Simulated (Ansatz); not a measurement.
Density of states of GaAlP$_{2}$ (P-4m2) below the valence band maximum, PBEsol, rigid bands (Ansatz, a first-principles code); cell volume 81.2 Å³.

(energy from edge (eV), 10⁻³ states/eV/cell): (0.006, 47.1); (0.031, 173); (0.056, 304); (0.081, 385); (0.106, 449); (0.131, 504); (0.156, 553); (0.181, 600); (0.206, 643); (0.231, 689); (0.256, 727); (0.281, 771); (0.319, 831); (0.344, 874); (0.369, 914); (0.394, 955); (0.419, 997); (0.444, 1050); (0.469, 1090); (0.494, 1130); (0.519, 1170); (0.544, 1220); (0.569, 1270); (0.594, 1320)

What effective density of states at 300 K does this give (∫ g(E) exp(−E/k_BT) dE, both spins, divided by the cell's size)?

4.4e19 cm⁻³, a density-of-states mass of 1.46 mₑ, valleys and band degeneracy included.

Spin-orbit coupling is left out; where it splits the top of the valence band, N_v and the p-type Seebeck coefficient come out somewhat high without it. Geometry: cell and atoms relaxed with PBEsol.

Computed structure, not matched to a measured one here, so possibly hypothetical: GaAlP2 (P-4m2).
